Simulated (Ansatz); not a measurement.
Defect: Al-vacancy pair (Al on one host Ru site, one Ru site vacant) in hcp Ru, neutral cell. The step: the Al atom itself jumps into the vacancy (Al-vacancy distance between ideal sites 2.66 Å throughout); the atom moves 2.51 Å along (-0.64, -0.32, 0.47) of the unit cell; the moving atom starts with neighbours 2 Ru at 2.64, 2 Ru at 2.70, Ru at 2.72, 4 Ru at 2.74, 2 Ru at 2.78 Å and ends with 2 Ru at 2.64, 2 Ru at 2.70, Ru at 2.72, 4 Ru at 2.74, 2 Ru at 2.78 Å. A PBE band in Ansatz (plane-wave PAW, a 2×2×2 k-point mesh shifted by half a step along c, 36 host sites, 22 SCF runs with any check of the saddle's order, static, no finite-size correction) gives a forward barrier of 0.76 eV. The saddle point's order was not checked, and it lies on a symmetry element of the cell, where a band can be held. Forms of the defect that were not tried may lie lower.

Single points at the band's start and saddle point can refine it. Rough cost of one point, in units of the band's mean SCF on the same machine:

```json
[
 {"Level": "PBE, a 4×4×4 k-point mesh shifted by half a step along c", "Cost of one point": "about 8"},
 {"Level": "r2SCAN at 500 eV, a 2×2×2 k-point mesh shifted by half a step along c", "Cost of one point": "about 3"}
]
```

Which of these move the barrier by more than 0.1 eV, and how far does each move it?

Not one does. PBE, a 4×4×4 k-point mesh shifted by half a step along c: +0.03 eV; r2SCAN at 500 eV, a 2×2×2 k-point mesh shifted by half a step along c: 0.00 eV. Each functional is compared with PBE at the same k-points.

Ansatz is a quantum-chemistry and plane-wave program.
